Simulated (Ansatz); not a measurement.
The reference is KH in the zinc blende structure (space group F-43m, No. 216; a hypothetical phase, not in the database extracts checked).

```
KH
1.0
    0.00000     3.06314     3.06314
    3.06314     0.00000     3.06314
    3.06314     3.06314     0.00000
H K
1 1
Cartesian
  4.59471   4.59471   4.59471
  0.00000   0.00000   0.00000
```

Cartesian axes are those of the cell as printed.

Level of theory: PBEsol (Ansatz, a program for electronic structure), no spin-orbit coupling.

The change: the cell is stretched by 4.27 % along z with no lateral relaxation; the atoms relax in the strained cell.

Question: Predict the stress tensor and what it implies for the stiffness.

Answer: Stress of the strained cell less that of the base (GPa, compression positive):
```
  -0.38    0.00    0.00
   0.00   -0.38    0.00
   0.00    0.00   -0.49
```

Then −Δσ_ii/ε with ε = 0.0427 gives secant stiffness values (nonlinear terms included at this strain): C33 ≈ 11 GPa, C13 ≈ 8.9 GPa and C23 ≈ 8.9 GPa.

Stability against distortions was not tested.
